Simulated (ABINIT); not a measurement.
Worked example: self-consistent single point of YScO2 (R-3m, 4 atoms in the cell) in ABINIT.

Method: LDA (PW92), PAW (JTH v2.0 LDA PAW) (plane waves; ABINIT).

```xyz
4
Lattice="1.7933 1.0353 6.1318 -1.7933 1.0353 6.1318 0.0000 -2.0707 6.1318" Properties=species:S:1:pos:R:3 pbc="T T T"
Y      0.0000     0.0000     9.1977
Sc     0.0000     0.0000     0.0000
O      0.0000     0.0000     2.0231
O      0.0000     0.0000    16.3723
```

Reference input (self-consistent single point, DFT, PBEsol, plane waves, PAW (JTH v2.0 PBE PAW, files made for PBE)): pseudos = [Y.GGA_PBE-JTH.xml, Sc.GGA_PBE-JTH.xml, O.GGA_PBE-JTH.xml]; ecut = 30 Ha; pawecutdg = 60 Ha; pawxcdev = 0; ixc = -116133; occopt = 3; tsmear = 0.00367493 Ha; ngkpt = 9 9 9; nshiftk = 1; shiftk = 0 0 0; potentials = JTH v2.0 PBE PAW; nband = 23. This run's input differs from it in these lines:

```diff
@@ -1,4 +1,4 @@
-# YScO2, JTH v2.0 PBE PAW
+# YScO2, JTH v2.0 LDA PAW
 pp_dirpath "./"
-pseudos "Y.GGA_PBE-JTH.xml, Sc.GGA_PBE-JTH.xml, O.GGA_PBE-JTH.xml"
+pseudos "Y.LDA_PW-JTH.xml, Sc.LDA_PW-JTH.xml, O.LDA_PW-JTH.xml"
 acell 6.4720098717 6.4720098717 6.4720098717 Angstrom
@@ -22,3 +22,3 @@
 pawxcdev 0
-ixc -116133
+ixc 7
 occopt 3
```

Its files differ too (potentials: JTH v2.0 PBE PAW → JTH v2.0 LDA PAW).

The program printed (abridged):

```
--- !BeginCycle
solver: {iscf: 17, nstep: 80, nline: 4, wfoptalg: 10, }
tolerances: {toldfe: 1.00E-09, }
...

     iter   Etot(hartree)      deltaE(h)  residm     nres2
 ETOT  1  -115.35595748821    -1.154E+02 3.060E+00 2.628E+02
 ETOT  2  -119.17255028442    -3.817E+00 3.521E-01 1.497E+03
 ETOT  3  -118.74974002097     4.228E-01 7.644E-02 5.279E+02
 ETOT  4  -118.59203255438     1.577E-01 6.922E-02 1.382E+02
 ETOT  5  -118.54542454051     4.661E-02 4.813E-02 4.359E+01
   [... 7 lines left out ...]
 ETOT 13  -118.52837618419     5.058E-08 3.269E-03 3.076E-05
 ETOT 14  -118.52837617771     6.475E-09 1.225E-03 1.285E-06
 ETOT 15  -118.52837617749     2.173E-10 3.294E-03 1.211E-07
 ETOT 16  -118.52837617751    -1.411E-11 8.704E-04 2.108E-07
 At SCF step   16, etot is converged :
  for the second time, diff in etot=  1.411E-11 < toldfe=  1.000E-09

 Cartesian components of stress tensor (hartree/bohr^3)
  sigma(1 1)=  2.67860410E-04  sigma(3 2)=  2.31576910E-13
  sigma(2 2)=  2.67860408E-04  sigma(3 1)=  0.00000000E+00
  sigma(3 3)=  3.42124151E-04  sigma(2 1)=  0.00000000E+00

 ----iterations are completed or convergence reached----

 reduced coordinates (array xred) for    4 atoms
       0.500000000054      0.500000000054      0.499999999897
       0.000000000054      0.000000000054     -0.000000000103
       0.109979000053      0.109979000053      0.109978999897
       0.890021000054      0.890021000054      0.890020999898
 cartesian forces (eV/Angstrom) at end:
    1     -0.00000000000000     0.00000000000000    -0.00000000000000
   [... lines left out ...]
 Fermi (or HOMO) energy (eV) =   7.36975   Average Vxc (eV)= -10.28105
   [... lines left out ...]
'-kT*entropy'       : -1.19248867184270E-03
total_energy        : -1.18528423134467E+02
total_energy_eV     : -3.22532242023249E+03
...

-Cartesian components of stress tensor (GPa)         [Pressure= -8.6090E+00 GPa]
- sigma(1 1)=  7.88072401E+00  sigma(3 2)=  6.81322678E-09
- sigma(2 2)=  7.88072395E+00  sigma(3 1)=  0.00000000E+00
- sigma(3 3)=  1.00656383E+01  sigma(2 1)=  0.00000000E+00

 Calculation completed.
```

The run converged in 16 iterations. Against the reference run the pressure goes from -5.16 to -8.61 GPa and the largest force goes from 0.075 to 0.005 eV/Å.

The starting cell comes from a database of computed structures (which also holds hypothetical and non-ambient phases and stackings), without a prior relaxation at this level. With a pressure of about -9 GPa the cell is away from its equilibrium volume at this level.

Cost on one core of a shared machine: roughly 5 min.
